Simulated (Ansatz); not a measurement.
The parent structure is HfSi₂ (space group Cmcm, No. 63).

```
CELL_PARAMETERS angstrom
      1.84139    -7.29901     0.00000
      1.84139     7.29901     0.00000
      0.00000     0.00000     3.65821
ATOMIC_POSITIONS crystal
  Si 0.94568 0.05432 0.75000
  Si 0.05432 0.94568 0.25000
  Si 0.24976 0.75024 0.75000
  Si 0.75024 0.24976 0.25000
  Hf 0.60551 0.39449 0.75000
  Hf 0.39449 0.60551 0.25000
```

Cartesian axes are those of the cell as printed.

All numbers come from Kohn–Sham DFT with the PBE functional, run in Ansatz (a first-principles code) with PAW and 420 eV plane waves, no SOC.

Before the change:

The shortest interatomic distance is 2.421 Å and the pressure comes out as 0.0 GPa.

Modification: biaxial strain +2.34 %, plane normal [001], relaxed out of plane (Cartesian); in-plane vectors clamped, the third vector and the atoms free.

Question: What does the calculation give for the shortest interatomic distance, energy relative to the base and pressure after the change?

Answer: The shortest interatomic distance is nearly the same (2.421 Å against 2.422 Å); the energy rises by 13 meV/atom; the pressure (mean of the normal stresses, compression positive) goes from zero to -3.4 GPa.

Without a gap, meshes like the base's 13×13×13 leave anisotropic stresses uncertain by several tenths of a GPa, and small strain energies with them. Stability against distortions was not tested. All final runs are without spin polarisation.
